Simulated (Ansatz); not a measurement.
# Metal contacts to GaP-zb

Periodic stacks without vacuum, cut from bulk faces, the film strained to the host, the lowest start of each (left out: tilted potentials, unlike interfaces, a Fermi level in a band); PBE edges.

All values below come from PBE (plane waves to 420 eV, PAW; Ansatz, a program for electronic structure). Spin–orbit coupling is left out; the runs are not spin-polarised; PBE gaps are too small against experiment.

```json
[
 {"contact": "(1) fcc Ir (0 0 1) on zinc-blende GaP (0 0 1)", "faces of host and metal": "P/P, Ir/Ir", "film strain (%)": "+0.6", "spacing (Å)": "1.34", "hole barrier (eV)": "1.11", "electron barrier (eV)": "0.46"},
 {"contact": "(2) fcc Pt (0 0 1) on zinc-blende GaP (0 0 1)", "faces of host and metal": "P/P, Pt/Pt", "film strain (%)": "-1.9", "spacing (Å)": "1.33", "hole barrier (eV)": "0.89", "electron barrier (eV)": "0.68"},
 {"contact": "(3) fcc Pt (0 0 1) on zinc-blende GaP (0 0 1)", "faces of host and metal": "Ga/Ga, Pt/Pt", "film strain (%)": "-1.9", "spacing (Å)": "1.68", "hole barrier (eV)": "0.26", "electron barrier (eV)": "1.31"}
]
```
